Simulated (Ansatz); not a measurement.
**A computed series for CdS: response to strain**

Consider CdS in the zinc blende structure (space group F-43m, No. 216; a = 5.825 Å). Axes: x, y, z lie along the cube axes.

Strains are applied to the cell and any free atomic positions relax; under biaxial strain the out-of-plane vector relaxes too.

Levels (all Ansatz, a quantum-chemistry and plane-wave program, PAW, earlier PAW set): PBEsol (420 eV, spin-orbit coupling left out); r2SCAN (500 eV, no SOC); HSE06 (420 eV, no spin-orbit coupling); PBEsol+SOC (420 eV, with spin-orbit coupling); HSE06+SOC (420 eV, spin-orbit coupling included).

Band gaps by level, all at the geometries relaxed with PBEsol:

| case | PBEsol | r2SCAN | HSE06 | PBEsol+SOC | HSE06+SOC |
|---|---|---|---|---|---|
| base | 1.01 eV | 1.60 eV | 2.17 eV | 1.00 eV | 2.15 eV |
| biaxial strain −1.57 %, plane normal [001], relaxed out of plane | 0.98 eV | 1.58 eV | 2.15 eV | 0.97 eV | 2.13 eV |
| biaxial strain −0.91 %, plane normal [001], relaxed out of plane | 1.00 eV | (withheld) | 2.16 eV | 0.98 eV | 2.14 eV |
| biaxial strain +3.14 %, plane normal [001], relaxed out of plane | 0.84 eV | (withheld) | 1.99 eV | 0.84 eV | 1.99 eV |
| biaxial strain +3.00 %, plane normal [110], relaxed out of plane | 0.77 eV | (withheld) | 1.91 eV | 0.77 eV | 1.91 eV |
| isotropic strain −0.73 % | 1.05 eV | (withheld) | 2.23 eV | 1.04 eV | 2.20 eV |

### Question
Some entries are withheld; estimate them.

### Answer

- biaxial strain −0.91 %, plane normal [001], relaxed out of plane, r2SCAN: 1.59 eV
- biaxial strain +3.14 %, plane normal [001], relaxed out of plane, r2SCAN: 1.43 eV
- biaxial strain +3.00 %, plane normal [110], relaxed out of plane, r2SCAN: 1.35 eV
- isotropic strain −0.73 %, r2SCAN: 1.65 eV

A biaxial case was relaxed in a doubled cell and then solved in the primitive one. Single points use the geometry relaxed with PBEsol. Differences between runs with and without spin-orbit coupling are approximate. Stability against distortions was not tested.
